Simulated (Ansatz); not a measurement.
The starting structures come from a database of crystals and need not be the phases stable at ambient conditions.

By PBEsol, the system below comes out a metal.

Without scattering a metal conducts by its projected Fermi surface.

```
CELL_PARAMETERS angstrom
      2.65853     0.00000     0.00000
      0.00000     4.74274     0.00000
      1.32926    -2.37137     2.30023
ATOMIC_POSITIONS crystal
  Si 0.25000 0.50000 0.00000
  Si 0.50000 0.00000 0.00000
```

Space group of this cell: Imma. The cell is strained (lengths along the current scaled by 0.97, ions clamped); by PBEsol its mean pressure is 5.1 GPa.

The current flows along the normal of the first two printed cell vectors. No spin-orbit coupling; the value is a mean over 0.1 eV about the Fermi level.

### Question
State the ballistic conductance per area according to PBEsol (Ansatz, an electronic-structure program).

### Answer
1.0 × 10¹⁵ S/m² for both spins.
